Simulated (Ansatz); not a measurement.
Functionals compared on the (321) surface of bcc Rb in its 1x1 cell, outermost plane spacing 1.52 Å in the ideal cut, in Ansatz (plane waves, PAW). The structure was relaxed with PBE; the other rows are single points on it, each with its references at the same level. Cutoff 420 eV (500 eV for r2SCAN).

Slab: 8 atoms, 10.6 Å thick at the start; k 8x3x1, smearing 0.1 eV, dipole-corrected; all atoms relaxed; symmetry of the start imposed; no spin, no spin-orbit, no U. These notes are the PBE run's.

```
functional  surface energy (J/m²)  work function of the top face (eV)          rough cost of the single point
----------  ---------------------  ----------------------------------  --------------------------------------
PBE                          0.09                                2.21                                       –
LDA                          0.11                                2.36  about 70 core-seconds (a rough figure)
PBEsol                       0.10                                2.23                 roughly 70 core-seconds
RPBE                         0.07                                2.13  about 70 core-seconds (a rough figure)
r2SCAN                       0.10                                2.18         around 2.7 core-minutes (rough)
```

Ansatz is a program for electronic structure.
